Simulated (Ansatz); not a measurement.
# Sn: pressure 5 GPa

Base system: Sn (space group I4/mmm, No. 139; a = 3.281 Å, c = 4.920 Å).

Modification: cell and atoms relaxed at a pressure of 5 GPa.

The values are results of PBEsol/PAW in Ansatz (a first-principles code), no spin-orbit coupling, not measurements. Settings: 20×20×20 k-points, 0.05 eV Fermi–Dirac smearing.

```yaml
volume_per_atom: 24.56 Å³ (base 26.49 Å³)
c/a ratio: 1.508 (base 1.499)
shortest_interatomic_distance: 3.194 Å (base 3.281 Å)
band_gap: zero (base zero)
```

Load acts through the strain it causes; cell and atoms are relaxed under it. Stability against distortions was not tested. No other phases were tried under pressure. This is not the structure that Sn has at room temperature and ambient pressure.
